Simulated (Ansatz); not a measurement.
System: Bi₂SiO₅ (Cmc2₁, No. 36, 16 atoms in the cell; start mp-28144). Method: HSE06 in Ansatz (plane waves, PAW).

Input file:

Ansatz 0.2 input:
```yaml
crystal:
  lattice:
    - [7.5854581545, -2.7403953813, 0.0]
    - [7.5854581545, 2.7403953813, 0.0]
    - [0.0, 0.0, 5.3269279857]
  atoms:
    - { symbol: Si, position: [0.6788960906, 0.3211039094, 0.8003670214] }
    - { symbol: Si, position: [0.3211039094, 0.6788960906, 0.3003670214] }
    - { symbol: Bi, position: [0.6136633794, 0.0555448551, 0.2448674693] }
    - { symbol: Bi, position: [0.3863366206, 0.9444551449, 0.7448674693] }
    - { symbol: Bi, position: [0.9444551449, 0.3863366206, 0.2448674693] }
    - { symbol: Bi, position: [0.0555448551, 0.6136633794, 0.7448674693] }
    - { symbol: O, position: [0.2596417851, 0.2413514393, 0.0151999678] }
    - { symbol: O, position: [0.7403582149, 0.7586485607, 0.5151999678] }
    - { symbol: O, position: [0.7586485607, 0.7403582149, 0.0151999678] }
    - { symbol: O, position: [0.2413514393, 0.2596417851, 0.5151999678] }
    - { symbol: O, position: [0.7342247427, 0.0819522353, 0.8246063285] }
    - { symbol: O, position: [0.2657752573, 0.9180477647, 0.3246063285] }
    - { symbol: O, position: [0.9180477647, 0.2657752573, 0.8246063285] }
    - { symbol: O, position: [0.0819522353, 0.7342247427, 0.3246063285] }
    - { symbol: O, position: [0.4692557286, 0.5307442714, 0.0282654473] }
    - { symbol: O, position: [0.5307442714, 0.4692557286, 0.5282654473] }
basis:
  ecutwfc: 460
  ecutrho_ratio: 4
  xc_grid: 2
kpoints:
  mp_grid: { grid: [4, 4, 4] }
hamiltonian:
  xc: hse06
  dispersion: none
  pseudopotentials: { azcp: { folder: ./paw }, kind: paw }
scf:
  occupations: { method: fermi_dirac, width: 0.01 }
  convergence: { dr2_threshold: 0.0000000016 }
output:
  forces: true
  stress: true
  eigenvalues: true
```

Problem. How many irreducible k-points, plane waves at Γ does the program set up, and what pressure does the run end with?

Solution. 21 irreducible k-points, 4953 plane waves at Γ; P = -1.15 GPa, so the cell is stretched on average and its volume would shrink at this level.

The run printed, among other lines:

```
WARN output.stress: scf.exx.energy_threshold = 1e-6 eV is looser than the 1.6e-7 eV advised for a stress under a hybrid functional (1e-8 eV for each atom of …
Crystal: 16 atoms, lattice volume = 221.463 Å³
Basis set: ecut = 460 eV, 4953 PW (Γ), exchange–correlation on 120×120×80 points (8 copies of the dense FFT grid, shifted against one another)
Bands: 80, of which v1, the nominal top of the filled ones, is band 64 counted from 1 (63 counted from 0)
Symmetry: 4 space group operations
Space group: Cmc21 (ITA 36), of the structure as read, at distance tolerance 6.1e-5 Å
k-points: 21 of 64 (time reversal used)
Initial density: superposition of atomic densities (chi_scale 0.1, normalization cell, long waves kept (reshape's long-wave potential 0.32 eV rms))
SCF iter   1: F=—  HF=-56549.689547 eV  |F-HF|=—  |Δ(HF+E_count)|=         —  Δρ=7.42e-2  dr2=1.24e1
SCF iter   2: F=—  HF=-56547.258169 eV  |F-HF|=—  |Δ(HF+E_count)|=    2.43e0  Δρ=2.80e-2  dr2=1.16e0
  ...
Crystal: 16 atoms, lattice volume = 221.463 Å³
Initial density: handed on by an earlier stage of this run
Crystal: 16 atoms, lattice volume = 221.463 Å³
SCF iter   5: F=—  HF=-56559.868991 eV  |F-HF|=—  |Δ(HF+E_count)|=   1.97e-8  Δρ=3.06e-6  dr2=1.45e-8
SCF iter   6: F=-56559.868991 eV  HF=-56559.868991 eV  |F-HF|=4.15e-10  |Δ(HF+E_count)|=   4.23e-9  Δρ=7.71e-7  dr2=6.05e-10
SCF 3 converged in 6 iterations: F = -56559.868991 eV  dr2 = 6.05e-10
Free energy (F): -56559.868991 eV
Internal energy: -56559.868991 eV  (E = F + TS)
E sigma→0 (E₀):  -56559.868991 eV
Fermi energy:    9.809973 eV
--- Forces (eV/Å), atoms counted from 1 ---
  atom   1  Si     0.00000000    -0.10618611     0.00162910
  atom   2  Si    -0.00000000     0.10618611     0.00162910
  atom   3  Bi    -0.38072373    -0.19321487    -0.11339298
  atom   4  Bi     0.38072373     0.19321487    -0.11339298
  atom   5  Bi     0.38072373    -0.19321487    -0.11339298
  atom   6  Bi    -0.38072373     0.19321487    -0.11339298
  atom   7  O     -0.19413887    -0.00184046     0.09748189
  atom   8  O      0.19413887     0.00184046     0.09748189
  atom   9  O      0.19413887    -0.00184046     0.09748189
  atom  10  O     -0.19413887     0.00184046     0.09748189
  atom  11  O      0.45407075     0.21225766    -0.01847982
  atom  12  O     -0.45407075    -0.21225766    -0.01847982
  atom  13  O     -0.45407075     0.21225766    -0.01847982
  atom  14  O      0.45407075    -0.21225766    -0.01847982
  atom  15  O      0.00000000    -0.07599374     0.06722183
  atom  16  O     -0.00000000     0.07599374     0.06722183
--- Stress (GPa, compression-positive) ---
       -1.463593       0.000000       0.000000
        0.000000      -1.058467       0.000000
        0.000000       0.000000      -0.940024
  P = ⅓ Tr σ = -1.1540 GPa (-11.540 kbar)
```

The PAW data were made under PBE.

Note: cell and atoms aren't relaxed at this level (largest force component 0.45 eV/Å, pressure -1.2 GPa).

A start named mp-… is a Materials Project structure, which need not be a measured phase.

Ansatz is an electronic-structure program.
